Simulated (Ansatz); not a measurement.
Consider SiC in the wurtzite structure (space group P6_3mc, No. 186).

```xyz
4
Lattice="3.0564 0.0000 0.0000 -1.5282 2.6469 0.0000 0.0000 0.0000 5.0158" Properties=species:S:1:pos:R:3 pbc="T T T"
Si     0.0000     1.7646     5.0138
Si     1.5282     0.8823     2.5059
C      0.0000     1.7646     1.8830
C      1.5282     0.8823     4.3909
```

Cartesian axes are those of the cell as printed.

Level of theory: Ansatz (an electronic-structure program) LDA, no spin-orbit coupling.

Strains are applied to the cell and any free atomic positions relax.

One change was made to it. Results:

The valence-band top at Γ (three highest levels, from the VBM) goes from 0.00, 0.00, -0.11 eV to 0.00, -0.05, -0.17 eV; the band gap decreases by 0.06 eV (2.13 eV → 2.07 eV); the hole mass amounts to 0.32 mₑ along x, 2.6 mₑ along y, 1.6 mₑ along z (at Γ); the energy grows by 0.6 meV/atom.

Task: Which of these changes matches the shifts?
A. uniaxial strain ε_xx = −1.20 %
B. uniaxial strain ε_xx = −1.80 %
C. uniaxial strain ε_xx = −0.60 %
D. uniaxial strain ε_xx = −2.40 %

Result: C, uniaxial strain ε_xx = −0.60 %. For comparison, the band gap in the other runs: uniaxial strain ε_xx = −1.80 % gives 1.94 eV; uniaxial strain ε_xx = −2.40 % gives 1.87 eV; uniaxial strain ε_xx = −1.20 % gives 2.00 eV.

Effective masses come from finite differences of ±0.01 Å⁻¹. Whether these cells are dynamically stable was not tested.
